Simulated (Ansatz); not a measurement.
For Mg2Si (model structure, from the CdI2 type, P-3m1, No. 164), PBE in Ansatz (PAW) gives:

```
Item                                    Value
------------------------------  -------------
equilibrium lattice constant a        3.147 Å
c axis length                         6.899 Å
enthalpy of formation           0.134 eV/atom
```

Task: What does PBE-D3(BJ) in Ansatz (plane waves, PAW) give for the same quantities?

Result: 
- lattice constant a: 3.048 Å (drops by 3.1 %)
- lattice parameter c: 6.915 Å (rises by 0.2 %)
- formation enthalpy: 0.097 eV/atom (falls by 0.037 eV/atom)

Changes are worked out from the printed values.

Unless a cell is named, each level is at its own relaxed cell (PBE 19.72, PBE-D3(BJ) 18.54 Å³/atom).

Ansatz's density-functional and Hartree–Fock values are scalar-relativistic unless marked +SOC, with PAW data made under PBE.

A model structure was made by putting elements into a prototype or built by hand; it is no filed structure, need not be a known phase, and can be a saddle point held by its symmetry.

Ansatz is a first-principles code.
